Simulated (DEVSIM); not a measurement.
Structure: abrupt Si n-p junction, at 300 K.

| layer (left to right) | material | thickness (μm) | Nd (cm⁻³) | Na (cm⁻³) | τn (s) | τp (s) |
|---|---|---|---|---|---|---|
| 1 | Si | 0.280 | 1.8e18 | - | 1.1e-7 | 1.1e-7 |
| 2 | Si | 200 | - | 4.6e15 | 1.1e-7 | 1.1e-7 |

Left contact: ohmic. Right contact: ohmic. Voltage is applied to the left contact. Recombination: SRH at mid-gap, Auger. Mobility is μmin + (μ − μmin)/(1 + (N/Nref)^α).

This is a model device: material constants are rounded textbook-type values typed into the input, and sizes, dopings and lifetimes were drawn at random. Values at 300 K.

| parameter | Si |
|---|---|
| gap (eV) | 1.124 |
| affinity (eV) | 4.05 |
| permittivity | 11.7 |
| Nc (cm⁻³) | 2.86e19 |
| Nv (cm⁻³) | 3.1e19 |
| μn (cm²/Vs) | 1417 |
| μp (cm²/Vs) | 470 |
| μn,min | 52 |
| μp,min | 45 |
| Nref,n | 9.7e16 |
| Nref,p | 2.2e17 |
| αn | 0.68 |
| αp | 0.72 |
| Cn (cm⁶/s) | 2.8e-31 |
| Cp (cm⁶/s) | 9.9e-32 |

Simulated with DEVSIM: 1D drift-diffusion, Boltzmann statistics, complete ionisation; no tunnelling, impact ionisation, image-force lowering or self-heating.

Problem. Tabulate band edges, carrier densities and field at 20.0 V on the left contact.

Solution. Energies count from the Fermi level of the right contact; mesh points crowd at the junctions.

```json
[
 {"x (μm)": "0.000", "Ec (eV)": "-19.929", "Ev (eV)": "-21.053", "n (cm⁻³)": "1.8e18", "p (cm⁻³)": "< 1e2", "field (V/cm)": "≈ 0"},
 {"x (μm)": "0.03204", "Ec (eV)": "-19.929", "Ev (eV)": "-21.053", "n (cm⁻³)": "1.8e18", "p (cm⁻³)": "< 1e2", "field (V/cm)": "≈ 0"},
 {"x (μm)": "0.1036", "Ec (eV)": "-19.929", "Ev (eV)": "-21.053", "n (cm⁻³)": "1.8e18", "p (cm⁻³)": "< 1e2", "field (V/cm)": "≈ 0"},
 {"x (μm)": "0.2036", "Ec (eV)": "-19.929", "Ev (eV)": "-21.053", "n (cm⁻³)": "1.8e18", "p (cm⁻³)": "< 1e2", "field (V/cm)": "≈ 0"},
 {"x (μm)": "0.2707", "Ec (eV)": "-19.922", "Ev (eV)": "-21.046", "n (cm⁻³)": "1.4e18", "p (cm⁻³)": "< 1e2", "field (V/cm)": "20000"},
 {"x (μm)": "0.2985", "Ec (eV)": "-19.531", "Ev (eV)": "-20.655", "n (cm⁻³)": "3.9e11", "p (cm⁻³)": "< 1e2", "field (V/cm)": "170000"},
 {"x (μm)": "0.3603", "Ec (eV)": "-18.492", "Ev (eV)": "-19.616", "n (cm⁻³)": "48000", "p (cm⁻³)": "4000", "field (V/cm)": "170000"},
 {"x (μm)": "0.6109", "Ec (eV)": "-14.555", "Ev (eV)": "-15.679", "n (cm⁻³)": "47000", "p (cm⁻³)": "24000", "field (V/cm)": "150000"},
 {"x (μm)": "1.127", "Ec (eV)": "-7.855", "Ev (eV)": "-8.979", "n (cm⁻³)": "45000", "p (cm⁻³)": "84000", "field (V/cm)": "110000"},
 {"x (μm)": "2.483", "Ec (eV)": "0.716", "Ev (eV)": "-0.408", "n (cm⁻³)": "140", "p (cm⁻³)": "4.3e12", "field (V/cm)": "15000"},
 {"x (μm)": "5.722", "Ec (eV)": "0.896", "Ev (eV)": "-0.228", "n (cm⁻³)": "3700", "p (cm⁻³)": "4.6e15", "field (V/cm)": "≈ 0"},
 {"x (μm)": "18.85", "Ec (eV)": "0.896", "Ev (eV)": "-0.228", "n (cm⁻³)": "14000", "p (cm⁻³)": "4.6e15", "field (V/cm)": "≈ 0"},
 {"x (μm)": "47.80", "Ec (eV)": "0.896", "Ev (eV)": "-0.228", "n (cm⁻³)": "23000", "p (cm⁻³)": "4.6e15", "field (V/cm)": "≈ 0"},
 {"x (μm)": "111.8", "Ec (eV)": "0.896", "Ev (eV)": "-0.228", "n (cm⁻³)": "25000", "p (cm⁻³)": "4.6e15", "field (V/cm)": "≈ 0"},
 {"x (μm)": "174.3", "Ec (eV)": "0.896", "Ev (eV)": "-0.228", "n (cm⁻³)": "25000", "p (cm⁻³)": "4.6e15", "field (V/cm)": "≈ 0"},
 {"x (μm)": "189.7", "Ec (eV)": "0.896", "Ev (eV)": "-0.228", "n (cm⁻³)": "25000", "p (cm⁻³)": "4.6e15", "field (V/cm)": "≈ 0"},
 {"x (μm)": "196.2", "Ec (eV)": "0.896", "Ev (eV)": "-0.228", "n (cm⁻³)": "25000", "p (cm⁻³)": "4.6e15", "field (V/cm)": "≈ 0"},
 {"x (μm)": "198.6", "Ec (eV)": "0.896", "Ev (eV)": "-0.228", "n (cm⁻³)": "25000", "p (cm⁻³)": "4.6e15", "field (V/cm)": "≈ 0"},
 {"x (μm)": "199.8", "Ec (eV)": "0.896", "Ev (eV)": "-0.228", "n (cm⁻³)": "25000", "p (cm⁻³)": "4.6e15", "field (V/cm)": "≈ 0"},
 {"x (μm)": "200.1", "Ec (eV)": "0.896", "Ev (eV)": "-0.228", "n (cm⁻³)": "25000", "p (cm⁻³)": "4.6e15", "field (V/cm)": "≈ 0"},
 {"x (μm)": "200.2", "Ec (eV)": "0.896", "Ev (eV)": "-0.228", "n (cm⁻³)": "25000", "p (cm⁻³)": "4.6e15", "field (V/cm)": "≈ 0"},
 {"x (μm)": "200.3", "Ec (eV)": "0.896", "Ev (eV)": "-0.228", "n (cm⁻³)": "25000", "p (cm⁻³)": "4.6e15", "field (V/cm)": "≈ 0"}
]
```
